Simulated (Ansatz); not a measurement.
**Se: pressure series**

Take Se (space group P3_121, No. 152; a = 4.507 Å, c = 4.989 Å; made of chains) as the base.

Cell and atoms are relaxed at each pressure.

Method: r2SCAN, PAW, 500 eV (Ansatz, a quantum-chemistry and plane-wave program; spin-orbit coupling left out), earlier PAW set.

```json
[
 {"pressure (GPa)": "0", "volume per atom (Å³/atom)": "29.248"},
 {"pressure (GPa)": "0.3", "volume per atom (Å³/atom)": "28.378"},
 {"pressure (GPa)": "0.7", "volume per atom (Å³/atom)": "27.485"},
 {"pressure (GPa)": "1.5", "volume per atom (Å³/atom)": "?"},
 {"pressure (GPa)": "3", "volume per atom (Å³/atom)": "24.574"},
 {"pressure (GPa)": "5", "volume per atom (Å³/atom)": "23.170"},
 {"pressure (GPa)": "7.5", "volume per atom (Å³/atom)": "21.971"}
]
```

Task: Fit the third-order Birch–Murnaghan form P(V) = (3B₀/2)[(V₀/V)^(7/3) − (V₀/V)^(5/3)]·[1 + (3/4)(B₀′ − 4)((V₀/V)^(2/3) − 1)] (squares taken in P) to the rows shown and predict the withheld row.

Result: Least squares on the printed values gives V₀ = 29.280 Å³/atom, B₀ = 8.30 GPa, B₀′ = 8.8; this predicts 26.166 Å³/atom, and the run gives 26.206 Å³/atom, 0.040 higher.

Load acts through the strain it causes; cell and atoms are relaxed under it. Whether these cells are dynamically stable was not tested. No other phases were tried under pressure. No dispersion term is included, though the crystal is made of layers, chains or molecules, so its spacings can come out too wide.
